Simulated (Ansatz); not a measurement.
An Ansatz (a program for electronic structure) input (PBEsol (Ansatz; PAW; 420 eV plane waves; without spin-orbit coupling), earlier PAW set):

Ansatz 0.2 input:
```yaml
crystal:
  lattice:
    - [2.9283125733, 0.0105825157, -0.0181207461]
    - [-1.4549915592, 2.44960026, 0.0054195909]
    - [-0.0176693149, -0.0040992811, 2.8236978827]
  atoms:
    - { symbol: W, position: [0, 0, 0] }
    - { symbol: C, position: [0.6666666667, 0.3333333333, 0.5] }
basis: { ecutwfc: 420, ecutrho_ratio: 4, xc_grid: 2, fft_grid_basis: typed }
kpoints: { mp_grid: { grid: [23, 23, 20] } }
hamiltonian:
  xc: pbesol
  dispersion: none
  pseudopotentials: { azcp: { folder: ./paw }, kind: paw }
scf: { occupations: { method: fermi_dirac, width: 0.1 }, convergence: { dr2_threshold: 0.0000000002 } }
relax: { f_tol: 0.005, max_steps: 50 }
output: { forces: true, stress: true }
checkpoint: { write: state.ck, write_every: 1000 }
```

Which symmetry and how many k-points will the program report, and about how many plane waves at Γ?

Space group P1 (ITA 1) with 1 operations, k-points 5291 of 10580, and 405 plane waves at Γ.

And the final pressure?

5.81 GPa (compression positive).

The cells carry an imposed strain or load. No phonon test of stability was made. All final runs are without spin polarisation. The cell was made from WC (space group P-6m2, No. 187) by this change: strain tensor (xx, yy, zz, yz, xz, xy) = (+1.00, −2.23, −0.12, −0.15, −0.63, +0.37) %.
